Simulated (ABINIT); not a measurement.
**Pressure against volume in cubic perovskite BaTiO3 (space group 221) (ABINIT, PBEsol)**

```
BaTiO3
1.0
    3.88386     0.00000     0.00000
    0.00000     3.88386     0.00000
    0.00000     0.00000     3.88386
Ba Ti O
1 1 3
Cartesian
  0.00000   0.00000   0.00000
  1.94193   1.94193   1.94193
  1.94193   0.00000   1.94193
  0.00000   1.94193   1.94193
  1.94193   1.94193   0.00000
```

Method of the run: PBEsol, norm-conserving pseudopotentials (PseudoDojo nc-sr-04 PBEsol standard) (plane waves; ABINIT 10.0.3). Settings: pseudos = [Ba.upf, Ti.upf, O.upf]; ecut = 55 Ha; occopt = 3; tsmear = 0.00036749 Ha; ngkpt = 8 8 8; nshiftk = 1; shiftk = 0 0 0; potentials = PseudoDojo nc-sr-04 PBEsol standard; nband = 27; kptopt = 1; nstep = 80; tolvrs = 1e-10. The cell above is the first row's. The rows scale it uniformly. In all rows fractional positions and the k mesh are held.

```
V (Å^3/atom)  P (GPa)
------------  -------
11.717          13.22
11.972           8.33
12.227           3.96
12.481           0.05
12.736          -3.44
12.991          -6.56
13.245          -9.35
13.500         -11.84
13.755              ?
```

Q: Using a cubic, estimate the missing P at V = 13.755 from the other rows, showing the fit.

A: With u = V - 12.6, the rows have u = -0.8830, -0.6280, -0.3730, -0.1190, 0.1360, 0.3910, 0.6450, 0.9000. Least squares gives P = -1.627 - 13.7615·u + 3.0709·u² - 0.4356·u³. Residuals (row less fit): 0.001, -0.004, 0.004, -0.005, 0.003, 0.004, -0.008, 0.002; standard error 0.006 (degrees of freedom: 4). The fitted pressure is zero at V0 = 12.48, where dP/dV = -14.49, so B0 = -V0·dP/dV = 181 GPa. At the withheld row, u = 1.1550, so P = -1.627 - 13.7615 × 1.1550 + 3.0709 × 1.1550² - 0.4356 × 1.1550³ = -14.096 GPa. The calculation gives -14.06 GPa, 0.036 GPa above the prediction (0.1 % of the range of P in the table). The row lies outside the fitted rows, so this is an extrapolation. From the scatter of the fitted rows alone, a prediction at this place has a standard error of 0.016 GPa, so the miss is 2.2 times that.

Carrying the step between the two nearest rows on in a straight line would have given -14.33, off by 0.27; series whose last step already gives the withheld value aren't shown. The scan was laid around a cell of about the measured size, scaled by a guess for this functional. This is a high-temperature phase, held here by symmetry. The runs keep the symmetry of the cell, so they don't test it for distortions. The PBEsol file for Ba was generated anew from PseudoDojo's inputs, some of which were changed. Spin-orbit coupling is off. Cutoffs and mesh are single choices, not tested for convergence of this quantity. Series with a scatter that would blur these digits, or in which a gap closes, are not shown.
